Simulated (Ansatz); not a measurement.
# Effective masses and thermopower of CdTe (I-4m2)

Data:

```
CdTe
1.0
    0.00000     3.13477     3.39006
    3.13477     0.00000     3.39006
    3.13477     3.13477     0.00000
Cd Te
1 1
Direct
  0.00000   0.00000   0.00000
  0.25000   0.25000   0.25000
```

Calculation: r2SCAN with spin-orbit coupling, rigid bands (plane waves, PAW; Ansatz, an electronic-structure program). Condition of this run: biaxial stress in (001) of 1.5 GPa (compression positive) (the target of the relaxation). Geometry: cell and atoms relaxed with PBEsol, then loaded as said.

- band gap = 0.96 eV
- electron conductivity mass (300 K, dilute) = 0.099 (x), 0.099 (y), 0.103 (z) mₑ
- hole conductivity mass (300 K, dilute) = 0.27 (x), 0.27 (y), 0.59 (z) mₑ
- effective density of states N_c (300 K) = 7.3e17 cm⁻³
- effective density of states N_v (300 K) = 4.0e18 cm⁻³
- density-of-states mass, electrons = 0.095 mₑ
- density-of-states mass, holes = 0.29 mₑ
- Seebeck coefficient, n-type 1e19 cm⁻³, 300 K = -65 μV/K
- Seebeck coefficient, p-type 1e19 cm⁻³, 300 K = 178 μV/K
- best p-type power factor at 300 K for τ = 10 fs (best axis; densities from 1e16 to 1e21 cm⁻³ tried, whether or not they can be reached) = 5.4 μW/(cm·K²) at 3e20 cm⁻³

Rigid bands; masses and Seebeck coefficients take one relaxation time τ for all states and one kind of carrier; polarons and phonon drag are left out. Geometry: cell and atoms relaxed with PBEsol.
